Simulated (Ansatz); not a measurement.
Input:

```yaml
crystal:
  lattice:
    - [-2.13007, 2.13007, 4.11340]
    - [2.13007, -2.13007, 4.11340]
    - [2.13007, 2.13007, -4.11340]
  atoms:
    - { symbol: Li, position: [0.00000, 0.00000, 0.00000] }
    - { symbol: Na, position: [0.50000, 0.50000, 0.00000] }
    - { symbol: Li, position: [0.25000, 0.75000, 0.50000] }
    - { symbol: Li, position: [0.75000, 0.25000, 0.50000] }
    - { symbol: F, position: [0.76754, 0.76754, 0.00000] }
    - { symbol: F, position: [0.23246, 0.23246, 0.00000] }
    - { symbol: F, position: [0.00000, 0.50000, 0.50000] }
    - { symbol: F, position: [0.50000, 0.00000, 0.50000] }
```

No spin polarisation.

Level of theory: PBEsol (Ansatz, a quantum-chemistry and plane-wave program, PAW, no spin-orbit coupling). Settings: 11×11×11 k-points, 0.05 eV Fermi–Dirac smearing.

### Question
What band gap does the calculation give?

### Answer
7.80 eV.

### Question
What gap character (in this cell's own zone, which can be folded) does the calculation give?

### Answer
Direct at Γ.

### Question
Estimate the valence-band top at Γ (three highest levels, from the VBM).

### Answer
0.00, 0.00, -0.15 eV.

Each cell is one ordered arrangement of few atoms, which overstates ordering effects compared with a random alloy. Stability against distortions was not tested. The cell was made from LiF by this change: x(Na) = 0.25, 8 atoms, I4/mmm.
